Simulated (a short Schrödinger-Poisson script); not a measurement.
Stack: gated Al0.4Ga0.6As/GaAs δ-doped gas, at 300 K.

| layer | material | thickness (nm) | Na (cm⁻³) |
|---|---|---|---|
| 1 | Al0.4Ga0.6As | 20 | - |
| 2 | Al0.4Ga0.6As | 3 | - |
| 3 | GaAs | 6000 | 9e14 |

The device is made up for the run: typed textbook-type constants, with dimensions and the other settings drawn at random. Al0.4Ga0.6As: permittivity 11.76, conduction-band edge (eV) 0.316, gap (eV) 1.923, electron mass (mₑ) 0.1002, Nv at 300 K (cm⁻³) 9e18. GaAs: permittivity 12.9, conduction-band edge (eV) 0, gap (eV) 1.424, Nv at 300 K (cm⁻³) 9e18.

Channel valleys (confinement mass, in-plane density-of-states mass, number): Γ 0.067, 0.067, 1. At the gate the conduction-band edge of layer 1 lies 1.07 eV − eVg above the Fermi level of the channel; the field vanishes at the back. Sheet of ionised δ-doping: +2.9e12 e/cm² at 20 nm from the gate. The barrier under the gate holds no holes. Gaps are held at their typed values at every temperature. Mesh 0.08 nm at interfaces.

Solved with a short Schrödinger-Poisson script written for these runs: 1D Poisson equation in equilibrium, electrons quantum, Hartree (BenDaniel-Duke, 40 states a valley, the channel's in-plane mass for all, wave functions free to enter the barrier), parabolic valleys, classical holes, full ionisation, no traps, pinning or gate leakage.

The same stack at other levels of the model or other numerical settings:

```csv
run,sheet density of all electrons at Vg = 0.5 V (cm⁻²),sheet density of all electrons at Vg = 0 V (cm⁻²),capacitance at Vg = 0.5 V (μF/cm²),centroid of the channel electrons at Vg = 0.5 V (nm),rough cost against the base
base,1.34e12,2.52e11,0.378,7.97,about 1
"electrons treated as classical, Boltzmann",1.48e12,?,0.414,4.98,0.03
"electrons treated as classical, Fermi-Dirac",1.38e12,2.71e11,0.376,6.81,0.1
"electrons treated as quantum, Hartree plus LDA exchange-correlation",1.37e12,2.63e11,0.382,7.58,2
mesh six times as coarse,1.34e12,2.52e11,0.378,7.98,0.3
one subband a valley,1.31e12,?,0.374,?,0.4
```

What belongs in the gaps?


- electrons treated as classical, Boltzmann, sheet density of all electrons at Vg = 0 V (cm⁻²): 2.79e11
- one subband a valley, centroid of the channel electrons at Vg = 0.5 V (nm): 4.92
- one subband a valley, sheet density of all electrons at Vg = 0 V (cm⁻²): 2.25e11

The classical rows ignore confinement, and Boltzmann statistics overrate the density once the band edge passes the Fermi level.
